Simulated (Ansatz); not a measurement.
# Carrier properties of ZnSe under load (space group I-4m2)

Here is the system:

```
CELL_PARAMETERS angstrom
      0.00000     2.86634     2.68943
      2.86634     0.00000     2.68943
      2.86634     2.86634     0.00000
ATOMIC_POSITIONS crystal
  Zn 0.00000 0.00000 0.00000
  Se 0.75000 0.75000 0.75000
```

All values below come from PBEsol with spin-orbit coupling, rigid bands (plane waves, PAW; Ansatz, a quantum-chemistry and plane-wave program). Condition of this run: uniaxial stress zz = 2 GPa (compression positive) (the target of the relaxation). Geometry: cell and atoms relaxed with PBEsol, then loaded as said.

```
Property                                                                  Result
--------------------------------------------  ----------------------------------
band gap                                                                 1.05 eV
electron conductivity mass (300 K, dilute)    0.103 (x), 0.103 (y), 0.097 (z) mₑ
hole conductivity mass (300 K, dilute)           0.61 (x), 0.61 (y), 0.26 (z) mₑ
effective density of states N_c (300 K)                              7.6e17 cm⁻³
effective density of states N_v (300 K)                              6.3e18 cm⁻³
density-of-states mass, electrons                                       0.097 mₑ
density-of-states mass, holes                                            0.40 mₑ
Seebeck coefficient, n-type 1e19 cm⁻³, 300 K                            -65 μV/K
Seebeck coefficient, p-type 1e19 cm⁻³, 300 K                            218 μV/K
```

Rigid bands; masses and Seebeck coefficients take one relaxation time τ for all states and one kind of carrier; polarons and phonon drag are left out.
